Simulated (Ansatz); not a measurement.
Partial pair distribution functions of a relaxed model of amorphous germanium selenide (Ge₃₆Se₅₄), broadened by 0.06 Å; density 4.35 g/cm³. Level of theory: PBE, scalar-relativistic without spin-orbit coupling, PAW (Ansatz default set, large-core Se) (plane waves to 420 eV; Ansatz, an electronic-structure program).

It comes from a melt-quench run on a machine-learned potential (CHGNet), relaxed afterwards by DFT. The hot cell started wider than the set density and was brought back towards it in steps. It is the lowest in DFT energy of 4 quenches. It is a model cell: composition and starting density were chosen by hand, and all elements were melted together. No dispersion term was used. Its density started from a set value of 4.35 and ended at 4.35 g/cm³. Cooling (nominally 20 K/ps over its main leg) ran many orders faster than in experiment, which tends to leave more defects and strain. A cell of this size samples the disorder only roughly. The volume was held where the preparation left it, at a PBE pressure of 0.7 GPa. Stress components on the final sampling reach 0.9 GPa. On a 2×2×2 Γ-centred mesh force components of up to 0.17 eV/Å stay, since the relaxation ran on the zone centre alone.

```
r (Å)  g Ge-Se  g Ge-Ge  g Se-Se
-----  -------  -------  -------
2.15      0.01     0.00     0.00
2.25      0.56     0.00     0.01
2.35      5.50     0.00     0.13
2.45      7.90     0.12     0.11
2.55      3.70     0.35     0.01
2.65      1.74     0.35     0.00
2.75      1.05     0.41     0.00
2.85      0.49     0.13     0.00
2.95      0.36     0.19     0.00
3.05      0.51     0.46     0.04
3.15      0.57     0.46     0.20
3.25      0.69     0.53     0.48
3.35      0.46     0.54     1.00
3.45      0.43     1.11     1.50
3.55      0.65     2.15     1.81
3.65      0.79     2.63     1.85
3.75      0.54     2.56     2.29
3.85      0.53     1.84     3.27
3.95      1.00     1.39     3.06
4.05      0.91     1.41     2.79
4.15      0.96     1.39     2.21
4.25      0.91     0.84     1.13
4.35      0.60     0.74     0.66
4.45      0.64     0.52     0.67
4.55      0.83     0.28     0.56
4.65      0.91     0.59     0.76
4.75      0.93     0.63     0.64
4.85      0.91     0.42     0.51
4.95      1.06     0.83     0.58
5.05      0.88     0.98     0.57
5.15      0.95     1.14     0.46
5.25      1.09     0.95     0.43
5.35      1.00     0.83     0.63
5.45      1.26     0.96     0.92
5.55      1.40     0.79     0.90
5.65      1.41     0.67     0.82
5.75      1.33     0.71     0.71
5.85      1.40     0.82     0.76
5.95      1.21     0.88     0.98
```

Within 2.92 Å each Ge has 3.36 Se neighbours on average.
